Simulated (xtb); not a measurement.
xtb 6.7.1, GFN1-xTB: Sn(OH)3(NMe2) (C[N](C)[Sn]([OH])([OH])[OH]), 16 atoms. The geometry is a generated start, not checked to be a minimum at this level.

| Quantity | Value |
|---|---|
| method | GFN1-xTB |
| --acc | 1 (default) |
| --etemp (K) | 300 (default) |
| detailed input (--input) | none: ANC optimiser, Lindh (1995) Hessian, microcycle=20, maxdispl=1.0, hlow=0.01 (default) |
| basis functions | 52 |
| valence electrons | 44 |

```xyz
16

C     -1.2907     0.5811     1.2624
N     -0.7139     0.5932    -0.0647
C     -1.6400     0.0317    -1.0243
Sn     1.1900    -0.2312    -0.1271
O      2.5263     1.1870    -0.1718
O      1.7021    -1.3210    -1.6630
O      1.5013    -1.3590     1.4438
H     -1.6249    -0.4120     1.5782
H     -0.5692     0.9571     1.9855
H     -2.1540     1.2497     1.2526
H     -1.1751    -0.0079    -2.0083
H     -1.9891    -0.9694    -0.7521
H     -2.5037     0.6968    -1.0760
H      2.3142     1.9660     0.3453
H      2.3222    -0.8805    -2.2445
H      2.1045    -2.0817     1.2639
```

The structure is relaxed from this start with --opt LEVEL for the levels crude, sloppy, loose, lax, normal, tight, vtight, extreme, once each. Up to the end of the extreme run atoms move by at most 1.1 Å along an axis.

Problem. What is the loosest level that ends within 1 meV of the extreme run, and how many cycles does it take?

Solution. tight: 90 cycles against 102, ending 0.064 meV above.

```csv
level,cycles,energy above the extreme run (meV),gradient norm (eV/Å)
crude,4,44,0.24
sloppy,11,23,0.11
loose,11,23,0.11
lax,14,20,0.075
normal,37,13,0.039
tight,90,0.064,0.023
vtight,97,under 0.01,0.0026
extreme,102,—,0.0012
```
